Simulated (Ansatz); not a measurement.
# Ca: biaxial strain −0.50 %, plane normal [001], relaxed out of plane

Take Ca in the fcc (Cu type) structure (space group Fm-3m, No. 225; a = 5.4558 Å; relaxed with 0.1 eV smearing) as the base. Axes: x, y, z lie along the cube axes.

The change: compressive biaxial strain of 0.50 % in the plane normal to [001], as in epitaxy on a mismatched substrate; the out-of-plane cell vector and the atoms relax.

The values are results of plane-wave PAW DFT at the PBEsol level (Ansatz, a quantum-chemistry and plane-wave program, 420 eV), without spin-orbit coupling, not measurements. Settings: 21×21×21 k-points, 0.1 eV Fermi–Dirac smearing.

```json
[
 {"quantity": "volume per atom", "base": "40.60 Å³", "changed": "40.47 Å³", "shift": "-0.125 Å³"},
 {"quantity": "space group", "base": "Fm-3m (No. 225)", "changed": "I4/mmm (No. 139)", "shift": "–"},
 {"quantity": "shortest interatomic distance", "base": "3.858 Å", "changed": "3.839 Å", "shift": "-0.019 Å"},
 {"quantity": "energy relative to the base (free energy F)", "base": "0 meV/atom", "changed": "+0.1 meV/atom", "shift": "+0.1 meV/atom"},
 {"quantity": "band gap", "base": "zero", "changed": "zero", "shift": "–"},
 {"quantity": "out-of-plane strain", "base": "–", "changed": "+0.70 %", "shift": "–"},
 {"quantity": "mean in-plane stress (compression positive)", "base": "–", "changed": "+0.1 GPa", "shift": "–"}
]
```

Final structure (turned so that z lies along the plane normal):

```
Ca
1.0
    3.83854     0.00000     0.00000
    0.00000     3.83854     0.00000
    1.91927    -1.91927     2.74691
Ca
1
Direct
  0.00000   0.00000   0.00000
```

No phonon test of stability was made.
